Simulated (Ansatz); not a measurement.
Worked calculations on one periodic cell of amorphous hafnium silicate (Si$_{20}$O$_{47}$Hf$_{4}$): Si20O47Hf4, 71 atoms, volume 1053.2 Å³, made by a melt-quench on the CHGNet potential and relaxed with DFT. O atoms were pushed apart under 1.9 Å during the dynamics, to hinder bonds among them. It is a model cell: composition and starting density were chosen by hand, and all elements were melted together. Cycles of charging were run to anneal it. Computed with PBE, scalar-relativistic without spin-orbit coupling (plane waves to 420 eV, PAW; Ansatz, a program for electronic structure). Sampling: a 2×2×2 Γ-centred mesh; Fermi-Dirac width 0.02 eV; no spin polarisation. Its volume was held where the quench left it, its shape was held as a cube, and it stands at a mean pressure of 2.4 GPa with stress components up to 4.4 GPa; the relaxation ran on the zone centre alone. Its density went from a set 3.20 to 3.20 g/cm³. The cell is small and was quenched far faster than a real film, so it is one sample of the glass.

Question: Count formal charges (Si +4, O -2, Hf +4). What does the count lead one to expect at the Fermi level, and what does the calculation give?

Answer: 20 × (+4) + 47 × (-2) + 4 × (+4) = +2. 2 electrons are left on cation states, in cation-cation bonds, defect levels or the conduction band. On this mesh the highest filled and lowest empty level lie 2.52 eV apart; localised defect or tail levels set that (at the zone centre the more localised edge state sits most on one Hf atom with neighbours O 1.92 Å, O 2.00 Å, O 2.07 Å, O 2.13 Å, O 2.24 Å, O 2.50 Å), and the nearest spread-out levels lie 5.5 eV apart.

Four energies for an added electron at PBE on the zone centre alone (charged cells in a uniform background, spin-polarised): neutral at the neutral geometry -102348.469 eV; charged at the neutral geometry -102340.735 eV; charged and relaxed -102341.320 eV; neutral at the charged geometry -102347.731 eV.

Question: Find the two relaxation energies and their sum, the reorganisation energy.

Answer: On charging: -102340.735 − (-102341.320) = 0.585 eV. On discharging: -102347.731 − (-102348.469) = 0.738 eV. The sum is 1.323 eV. The carrier's level spreads over 3 of the 71 atoms' worth, so it counts as localised, most on one Hf atom with neighbours O 1.92 Å, O 2.00 Å, O 2.07 Å, O 2.13 Å, O 2.24 Å, O 2.50 Å (neutral geometry). The values are uncorrected: the image energy of a point charge in this cell, 2.84 × 14.40 / (2 × 10.2) = 2.0 eV before screening, is screened by electrons alone at the fixed geometry and by ions too after relaxing, and the carrier can be spread before it relaxes, so each term can be off by up to that value times 1/ε∞, some tenths of an eV. PBE's self-interaction favours spread-out carriers, so a hybrid can localise more.

Four energies for a hole at HSE06 on the zone centre alone (charged cells in a uniform background, spin-polarised): neutral at the neutral geometry -102355.284 eV; charged at the neutral geometry -102359.616 eV; charged and relaxed -102361.089 eV; neutral at the charged geometry -102354.000 eV.

Question: Find the two relaxation energies and their sum, the reorganisation energy.

Answer: On charging: -102359.616 − (-102361.089) = 1.473 eV. On discharging: -102354.000 − (-102355.284) = 1.284 eV. The sum is 2.757 eV. The carrier's level spreads over 8 of the 71 atoms' worth, so it counts as partly localised, most on one Si atom with neighbours O 1.68 Å, O 1.74 Å, O 1.76 Å (neutral geometry). The values are uncorrected: the image energy of a point charge in this cell, 2.84 × 14.40 / (2 × 10.2) = 2.0 eV before screening, is screened by electrons alone at the fixed geometry and by ions too after relaxing, and the carrier can be spread before it relaxes, so each term can be off by up to that value times 1/ε∞, some tenths of an eV.
